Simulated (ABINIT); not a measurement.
ABINIT run on Cs (Im-3m, 1 atom in the cell): self-consistent single point.

Level of theory: PBEsol, norm-conserving pseudopotentials (PseudoDojo nc-sr-04 PBEsol standard) (plane waves; ABINIT).

```
Cs
1.0
   -3.03475     3.03475     3.03475
    3.03475    -3.03475     3.03475
    3.03475     3.03475    -3.03475
Cs
1
Direct
  0.00000   0.00000   0.00000
```

Reference input (self-consistent single point, DFT, PBEsol, plane waves, norm-conserving pseudopotentials (PseudoDojo nc-sr-04 PBEsol standard)): pseudos = [Cs.upf]; ecut = 680 eV; ixc = -116133; occopt = 7; tsmear = 0.1 eV; ngkpt = 6 6 6; nshiftk = 1; shiftk = 0 0 0; potentials = PseudoDojo nc-sr-04 PBEsol standard; nband = 10; kptopt = 1; nstep = 50. This run's input differs from it in these lines:

```diff
@@ -16,6 +16,6 @@
 occopt 7
-tsmear 0.1 eV
+tsmear 0.05 eV
 nband 10
 kptopt 1
-ngkpt 6 6 6
+ngkpt 10 10 10
 nshiftk 1
```

The program printed (abridged):

```
--- !BeginCycle
solver: {iscf: 7, nstep: 50, nline: 4, wfoptalg: 0, }
tolerances: {tolvrs: 1.00E-10, }
...

     iter   Etot(hartree)      deltaE(h)  residm     vres2
 ETOT  1  -23.366400763105    -2.337E+01 2.904E-02 1.037E+00
 ETOT  2  -23.370770639982    -4.370E-03 1.212E-03 4.258E-02
 ETOT  3  -23.370773116855    -2.477E-06 2.527E-04 1.000E-03
 ETOT  4  -23.370773222735    -1.059E-07 4.478E-04 2.374E-04
 ETOT  5  -23.370773230267    -7.532E-09 9.434E-05 4.414E-05
 ETOT  6  -23.370773231823    -1.556E-09 6.486E-05 2.766E-07
 ETOT  7  -23.370773231852    -2.845E-11 6.470E-05 3.994E-09
 ETOT  8  -23.370773231852    -4.796E-13 4.360E-05 2.574E-10
 ETOT  9  -23.370773231853    -1.023E-12 4.411E-05 1.262E-11
 At SCF step    9       vres2   =  1.26E-11 < tolvrs=  1.00E-10 =>converged.

 Cartesian components of stress tensor (hartree/bohr^3)
  sigma(1 1)=  1.93051291E-06  sigma(3 2)=  0.00000000E+00
  sigma(2 2)=  1.93051291E-06  sigma(3 1)=  0.00000000E+00
  sigma(3 3)=  1.93051291E-06  sigma(2 1)=  0.00000000E+00

 ----iterations are completed or convergence reached----

 reduced coordinates (array xred) for    1 atoms
       0.000000000000      0.000000000000      0.000000000000
 cartesian forces (eV/Angstrom) at end:
    1     -0.00000000000000    -0.00000000000000    -0.00000000000000
 frms,max,avg= 0.0000000E+00 0.0000000E+00   0.000E+00  0.000E+00  0.000E+00 e/A
 length scales=  1.000000000000  1.000000000000  1.000000000000 bohr
              =  0.529177208590  0.529177208590  0.529177208590 angstroms
   [... lines left out ...]
 Fermi (or HOMO) energy (hartree) =   0.05509   Average Vxc (hartree)=  -0.20488
 Fermi (or HOMO) energy (eV) =   1.49917   Average Vxc (eV)=  -5.57511
   [... lines left out ...]
total_energy        : -2.33707732318532E+01
total_energy_eV     : -6.35951081516970E+02
band_energy         : -3.62197633207688E+00
...

-Cartesian components of stress tensor (GPa)         [Pressure= -5.6798E-02 GPa]
- sigma(1 1)=  5.67976413E-02  sigma(3 2)=  0.00000000E+00
- sigma(2 2)=  5.67976413E-02  sigma(3 1)=  0.00000000E+00
- sigma(3 3)=  5.67976413E-02  sigma(2 1)=  0.00000000E+00

 Calculation completed.
```

The run converged in 9 iterations. Against the reference run the free energy falls by 3.7 meV/atom and the pressure hardly changes (-0.05 to -0.06 GPa).

The starting cell has typed, rounded lattice constants, without a prior relaxation at this level. Its lattice was rescaled by up to half a per cent.

Cost on one core of a shared machine: roughly 70 s.
